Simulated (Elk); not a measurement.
Elk run on FeCo (Pm-3m, 2 atoms in the cell): self-consistent single point.

Method of the run: PBE, all-electron FP-LAPW, Elk's shipped species files, APW+lo basis with extra local orbitals run with Elk.

The change in words: lattice scaled by 0.98. Reference geometry:
```yaml
crystal:
  lattice:
    - [2.78225, 0.00000, 0.00000]
    - [0.00000, 2.78225, 0.00000]
    - [0.00000, 0.00000, 2.78225]
  atoms:
    - { symbol: Fe, position: [0.00000, 0.00000, 0.00000], spin: 4.0 }
    - { symbol: Co, position: [0.50000, 0.50000, 0.50000], spin: 3.0 }
```
(The spins are starting values, not results.)

Reference input (self-consistent single point, DFT, PBE, all-electron FP-LAPW, Elk's shipped species files, APW+lo basis with extra local orbitals): xctype = 20; spinpol = true; rgkmax = 7.5; swidth = 0.00183747 Ha; ngridk = 8 8 8; reducebf = 0.8; tforce = true; gmaxvr = 18 1/bohr; lmaxapw = 10; lmaxo = 8; nxlo = 2; lorbcnd = true. This run's input differs from it in these lines:

```diff
@@ -52,3 +52,3 @@
 scale
-  5.25768862
+  5.15253481
```

Log, with long lists cut:

```
│ Self-consistent loop started │
│ Loop number : 1 │
 total energy                :     -2665.77337036
 total moment                :    4.769258804
│ Loop number : 2 │
 total energy                :     -2666.23819930
 total moment                :    4.768256512
RMS change in Kohn-Sham potential (target) :    5.349596691     (  0.1000000000E-05)
Absolute change in total energy (target)   :   0.4648289430     (  0.1000000000E-03)
│ Loop number : 3 │
 total energy                :     -2658.48349238
 total moment                :    1.664841412
RMS change in Kohn-Sham potential (target) :    2.991478674     (  0.1000000000E-05)
   [... lines left out ...]
│ Loop number : 33 │
 total energy                :     -2666.30393592
 total moment                :   -4.316080257
RMS change in Kohn-Sham potential (target) :   0.1194189358E-05 (  0.1000000000E-05)
Absolute change in total energy (target)   :   0.2707599833E-05 (  0.1000000000E-03)
│ Loop number : 34 │
 total energy                :     -2666.30394987
 total moment                :   -4.316186992
RMS change in Kohn-Sham potential (target) :   0.4860446748E-06 (  0.1000000000E-05)
Absolute change in total energy (target)   :   0.1327948303E-04 (  0.1000000000E-03)
Convergence targets achieved

│ Loop number : 35 │

Energies :
 Fermi                       :     0.431098517034
 xc effective B-field        :    -0.206956521398
 external B-field            :      0.00000000000
 total energy                :     -2666.30395157
 (external B-field energy excluded from total)

Density of states at Fermi energy :    34.99544976
 (states/Hartree/unit cell)

Estimated indirect band gap :   0.2969543806E-02
 from k-point     10 to k-point      3
Estimated direct band gap   :   0.6860945913E-02
 at k-point     14

Charges :
 core                        :    22.00000000
 valence                     :    31.00000000
 interstitial                :    2.659496230
 muffin-tins (core leakage)
  species :    1 (Fe)
   atom    1                 :    24.58300793     (  0.1974775898E-10)
  species :    2 (Co)
   [... lines left out ...]
 total moment                :   -4.316206543
   [... lines left out ...]
   total force               :    -0.00000000   -0.00000000    0.00000000
   total magnitude           :     0.00000000
 species :    2 (Co)
  atom :    1
   Hellmann-Feynman          :     0.00000000    0.00000000    0.00000000
   IBS                       :    -0.00000000    0.00000000    0.00000000
   total force               :     0.00000000    0.00000000    0.00000000
   total magnitude           :     0.00000000
```

The run converged in 35 iterations. The count includes the last loop, which Elk runs after its targets are met. Against the reference run the free energy rises by 84.6 meV/atom and the size of the net moment goes from 2.24 to 2.16 μB/atom.

The starting cell comes from a database of computed structures (which also holds hypothetical and non-ambient phases and stackings), without a prior relaxation at this level. Its lattice was rescaled by a random factor within 2.5 % of one. For this run, on top of that: lattice scaled by 0.98. The magnetic order is the one reached from the typed start; others were not searched systematically. Values depend on the basis (sphere radii, cutoffs, local orbitals), which need not be converged. The log's line on a gap gives a spacing of levels on this mesh, which the program prints for metals too.

Cost on one core of a shared machine: roughly 2 min.
